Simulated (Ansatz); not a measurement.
**Effect of Al → Lu on TiAl**

The reference is TiAl (space group P4/mmm, No. 123; a = 2.7970 Å, c = 4.0320 Å).

Perturbation: every Al is replaced by Lu, then cell and atoms are relaxed.

Method: PBEsol (Ansatz, an electronic-structure program, PAW, no spin-orbit coupling), earlier PAW set. Γ-centred 15×15×11 mesh, Fermi–Dirac width 0.05 eV, for the changed cell.

```tsv
quantity	base	changed	shift
volume per atom	15.77 Å³	21.34 Å³	+5.57 Å³
density	3.94 g/cm³	8.67 g/cm³	+4.73 g/cm³
lattice parameter a	2.797 Å	3.125 Å	+0.328 Å
c/a ratio	1.442	1.399	-0.043
shortest interatomic distance	2.797 Å	3.108 Å	+0.311 Å
band gap	zero	zero	–
```

Final structure:

```
CELL_PARAMETERS angstrom
      3.12489     0.00000     0.00000
      0.00000     3.12489     0.00000
      0.00000     0.00000     4.37026
ATOMIC_POSITIONS crystal
  Lu 0.50000 0.50000 0.50000
  Ti 0.00000 0.00000 0.00000
```

Whether these cells are dynamically stable was not tested. As relaxed here, LuTi is a hypothetical phase, not in the database extracts checked. All final runs are without spin polarisation. An odd electron count without spin: LuTi and TiAl. LuTi has a high density of states at the Fermi level and may be magnetic at this level.
